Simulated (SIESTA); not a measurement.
SIESTA run on LuSi₂Os₂ (I4mm, 5 atoms in the cell): self-consistent single point.

Level of theory: GGA PBEsol, numerical atomic orbitals TZP, PseudoDojo PBEsol standard norm-conserving potentials (rewritten from UPF to PSML) (SIESTA 5.4.2).

```
CELL_PARAMETERS angstrom
     -2.08429     2.08429     4.72882
      2.08429    -2.08429     4.72882
      2.08429     2.08429    -4.72882
ATOMIC_POSITIONS crystal
  Lu 0.00529 0.00529 0.00000
  Si 0.62815 0.62815 0.00000
  Si 0.37185 0.37185 0.00000
  Os 0.75000 0.25000 0.50000
  Os 0.25000 0.75000 0.50000
```

Reference input (self-consistent single point, DFT, GGA PBEsol, numerical atomic orbitals TZP, PseudoDojo PBEsol standard norm-conserving potentials (rewritten from UPF to PSML)): XC.functional = GGA; XC.authors = PBEsol; potentials = PseudoDojo PBEsol standard; PAO.BasisSize = TZP; PAO.EnergyShift = 0.01 Ry; MeshCutoff = 400 Ry; kgrid.MonkhorstPack = 5 5 5; OccupationFunction = MP; OccupationMPOrder = 0; ElectronicTemperature = 0.1 eV; MaxSCFIterations = 150; SCF.Mixer.Method = Pulay. This run's input differs from it in these lines:

```diff
@@ -32,5 +32,5 @@
 %block kgrid.MonkhorstPack
-    5   0   0  0.0
-    0   5   0  0.0
-    0   0   5  0.0
+    8   0   0  0.0
+    0   8   0  0.0
+    0   0   8  0.0
 %endblock kgrid.MonkhorstPack
@@ -38,3 +38,3 @@
 OccupationMPOrder            0
-ElectronicTemperature        0.1 eV
+ElectronicTemperature        1.0 eV
```

Log, with long lists cut:

```
        iscf     Eharris(eV)        E_KS(eV)     FreeEng(eV)     dDmax    Ef(eV) dHmax(eV)
   scf:    1   -12372.224232   -12425.018687   -12427.057080  1.919185 -3.038733 19.928888
   scf:    2   -12446.741272   -12440.286261   -12441.494476  0.655626 -3.874781  5.065372
   scf:    3   -12441.812443   -12441.478196   -12442.602435  0.096764 -4.147399  1.370292
   scf:    4   -12441.627126   -12441.557824   -12442.698354  0.031948 -4.184828  0.860009
   scf:    5   -12441.596413   -12441.592002   -12442.764678  0.049361 -4.239738  0.126963
   [... 2 lines left out ...]
   scf:    8   -12441.593455   -12441.593494   -12442.767076  0.001192 -4.245065  0.006052
   scf:    9   -12441.592307   -12441.592906   -12442.767075  0.000454 -4.244554  0.007998
   scf:   10   -12441.593435   -12441.593172   -12442.767081  0.000141 -4.244900  0.001210
   scf:   11   -12441.593271   -12441.593221   -12442.767081  0.000044 -4.244952  0.000253
SCF Convergence by DM+H criterion
max |DM_out - DM_in|         :     0.0000438608
max |H_out - H_in|      (eV) :     0.0002526445
SCF cycle converged after 11 iterations

Using DM_out to compute the final energy and forces

siesta: E_KS(eV) =           -12441.5932

siesta: E_KS - E_eggbox =    -12441.5932

siesta: Atomic forces (eV/Ang):
     1    0.000804    0.000804   -0.272158
     2   -0.000642   -0.000642   -0.443963
     3    0.000623    0.000623    0.520491
     4   -0.001200    0.002912    0.099482
     5    0.002912   -0.001200    0.099482
   Tot    0.002498    0.002498    0.003333
   Max    0.520491
   Res    0.193546    sqrt( Sum f_i^2 / 3N )
   Max    0.520491    constrained

Stress tensor Voigt[x,y,z,yz,xz,xy] (kbar):       48.00       48.00        8.59        0.31        0.31        0.50
   [... lines left out ...]
siesta: FreeEng =    -12442.767081
   [... lines left out ...]
siesta:     0.029960    0.000315    0.000195
siesta:     0.000315    0.029960    0.000195
siesta:     0.000195    0.000195    0.005363

siesta: Cell volume =         82.173370 Ang**3

siesta: Pressure (static):
siesta:                Solid            Molecule  Units
siesta:          -0.00023701         -0.00022156  Ry/Bohr**3
siesta:          -0.02176136         -0.02034305  eV/Ang**3
siesta:         -34.86553775        -32.59316349  kBar
```

The run converged in 11 iterations. Against the reference run the free energy drops by 116 meV/atom, the pressure goes from -4.75 to -3.49 GPa and the largest force goes from 0.251 to 0.520 eV/Å.

The starting cell comes from a database of computed structures (which also holds hypothetical and non-ambient phases and stackings), without a prior relaxation at this level. Its lattice was rescaled by up to half a per cent. One atom was moved a little off its site on purpose. Spin polarisation is off. Values carry the incompleteness of an atom-centred basis. With a pressure of about -3 GPa the cell is away from its equilibrium volume at this level.

Cost on one core of a shared machine: roughly 3 min.
